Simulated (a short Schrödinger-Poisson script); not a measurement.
**Symmetric double-gate stack, HfO2 on p-type Si(100)**

Stack: symmetric double-gate stack, HfO2 on p-type Si(100), at 300 K.

```
layer  material  thickness (nm)  Na (cm⁻³)
-----  --------  --------------  ---------
1          HfO2             7.2          -
2            Si               6       1e18
3          HfO2             7.2          -
```

Constants are typed, rounded textbook-type inputs, not results; the design itself was drawn at random and stands for no fabricated device. HfO2: permittivity 22, conduction-band edge (eV) 1.55, gap (eV) 5.7, electron mass (mₑ) 0.2. Si: permittivity 11.7, conduction-band edge (eV) 0, gap (eV) 1.124, Nv at 300 K (cm⁻³) 3.1e19.

Channel valleys (confinement mass, in-plane density-of-states mass, number): Δ2 0.916, 0.19, 2; Δ4 0.19, 0.417, 4. At the gates, both at one voltage, the conduction-band edge of layer 1 lies 2.06 eV − eVg above the Fermi level of the channel. Gaps are held at their typed values at every temperature. Mesh 0.03 nm at interfaces.

Solved with a short Schrödinger-Poisson script written for these runs: 1D Poisson equation in equilibrium, electrons quantum, Hartree (BenDaniel-Duke, 12 states a valley, the channel's in-plane mass for all, wave functions ending at the dielectric), parabolic valleys, classical holes, full ionisation, no traps, pinning or gate leakage.

```tsv
Vg (V)	electrons (cm⁻²)	C (μF/cm²)	Δ2 E0 (meV)	Δ2 E1 (meV)	Δ4 E0 (meV)	Δ4 E1 (meV)
0.2	1.38e7	< 0.003	345.2	378.4	388.8	552.6
0.25	9.57e7	< 0.003	295.2	328.4	338.8	502.6
0.3	6.62e8	0.00418	245.2	278.4	288.8	452.7
0.35	4.55e9	0.0285	195.4	228.5	239.0	402.8
0.4	3.01e10	0.181	146.5	179.6	190.1	353.8
0.45	1.66e11	0.816	102.3	135.0	145.9	309.3
0.5	5.79e11	1.84	69.8	101.4	113.5	275.8
0.55	1.27e12	2.56	49.1	79.0	92.9	253.4
0.6	2.14e12	2.96	35.3	63.1	79.3	237.7
0.65	3.10e12	3.20	25.2	50.9	69.6	225.8
0.7	4.13e12	3.37	17.3	40.8	62.1	216.1
0.75	5.20e12	3.49	10.7	32.2	56.2	208.0
0.8	6.31e12	3.59	5.0	24.7	51.3	201.0
0.85	7.44e12	3.67	0.0	17.9	47.1	194.8
0.9	8.59e12	3.74	-4.6	11.7	43.5	189.3
0.95	9.77e12	3.80	-8.9	5.9	40.4	184.3
1	1.10e13	3.85	-12.9	0.6	37.6	179.7
1.05	1.22e13	3.89	-16.7	-4.5	35.1	175.5
1.1	1.34e13	3.93	-20.3	-9.3	32.8	171.7
1.15	1.46e13	3.96	-23.9	-13.8	30.7	168.0
1.2	1.59e13	4.00	-27.4	-18.2	28.8	164.6
```

Subbands count from the Fermi level. The capacitance is that of both gates.
